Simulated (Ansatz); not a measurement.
## Sc under a change: tensor shear ε_xz = +2.00 %

The reference is Sc in the hcp (Mg type) structure (space group P6_3/mmc, No. 194; a = 3.275 Å, c = 5.105 Å; relaxed with 0.1 eV smearing). Axes: x lies along a and z along c of the hexagonal cell.

One thing is altered: tensor shear ε_xz = +2.00 % (engineering shear γ = 0.0400), atoms relaxed at fixed cell.

Computed with Kohn–Sham DFT with the PBEsol functional, run in Ansatz (a program for electronic structure) with PAW and 420 eV plane waves, without spin-orbit coupling. k-mesh 20×20×12 (Γ-centred); smearing 0.1 eV (Fermi–Dirac).

| quantity | base | changed | shift |
|---|---|---|---|
| volume per atom | 23.71 Å³ | 23.71 Å³ | -0.009 Å³ |
| space group | P6_3/mmc (No. 194) | C2/c (No. 15) | – |
| shortest interatomic distance | 6.003 bohr | 5.908 bohr | -0.095 bohr |
| energy relative to the base (free energy F) | 0 meV/atom | +3.8 meV/atom | +3.8 meV/atom |
| band gap | zero | zero | – |
| stress (xx, yy, zz, yz, xz, xy; compression positive) | – | (0.0, 0.1, 0.1, 0.0, -1.3, 0.0) GPa | – |

Cost of the whole job for the changed cell (relaxation, final SCF and bands): roughly 90 core-seconds.

The cells carry an imposed strain or load. No phonon test of stability was made. All final runs are without spin polarisation.
